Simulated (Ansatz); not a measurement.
Phonon-limited resistivity of Be$_{2}$Ag (Fd-3m) against temperature in μΩ·cm, PBEsol, DFPT electron-phonon coupling, linearised Boltzmann equation run with Ansatz (an electronic-structure program), harmonic crystal at a fixed cell.

```
T          ρ
-----  -----
50 K   0.184
77 K   0.491
100 K    [?]
150 K    [?]
200 K   3.21
250 K   4.66
273 K   5.33
300 K   6.13
350 K   7.60
400 K   9.04
500 K   11.9
600 K   14.7
800 K   20.1
```

Task: Fill in the missing entries.

Result: 
- 100 K, ρ: 0.836
- 150 K, ρ: 1.88

A metal at this level (no band gap). Only scattering by harmonic phonons is included (no impurities, grain boundaries, electron-electron scattering or thermal expansion). Spin-orbit coupling is left out. Halving the electron mesh (24x24x24) moves the resistivity by up to 1 %. Smearing 0.20 eV; phonons on a 4x4x4 q mesh, which this run doesn't test and which matters most at low temperature.

Formula and space group known from diffraction (Crystallography Open Database), not checked to be the room-temperature form: Be2Ag (Fd-3m).
